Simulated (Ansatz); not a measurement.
The parent structure is ZnO in the wurtzite structure (space group P6_3mc, No. 186).

```xyz
4
Lattice="3.2795 0.0000 0.0000 -1.6397 2.8401 0.0000 0.0000 0.0000 5.2937" Properties=species:S:1:pos:R:3 pbc="T T T"
Zn     0.0000     1.8934     0.0077
Zn     1.6397     0.9467     2.6546
O      0.0000     1.8934     2.0145
O      1.6397     0.9467     4.6613
```

Cartesian axes are those of the cell as printed.

The values are results of Kohn–Sham DFT with the PBE functional, run in Ansatz (a program for electronic structure) with PAW and 420 eV plane waves, spin-orbit coupling left out, not measurements.

For the base:

```
Property                                     Result
-----------------------------  --------------------
Gap character                           direct at Γ
Valence-band top at Γ          0.00, 0.00, -0.08 eV
Width of the top valence band               1.71 eV
Pressure                                   0.00 GPa
```

Now apply this change: tensile biaxial strain of 2.40 % in the plane normal to [001], as in epitaxy on a mismatched substrate; the out-of-plane cell vector and the atoms relax.

Question: Predict the new gap character, valence-band top at Γ, width of the top valence band and pressure.

Answer: The gap character stays direct at Γ; the valence-band top at Γ (three highest levels, from the VBM) goes from 0.00, 0.00, -0.08 eV to 0.00, 0.00, -0.05 eV; the width of the top valence band shrinks by 0.06 eV, from 1.71 eV to 1.65 eV; the pressure (mean of the normal stresses, compression positive) goes from zero to -3.17 GPa.

Stability against distortions was not tested.
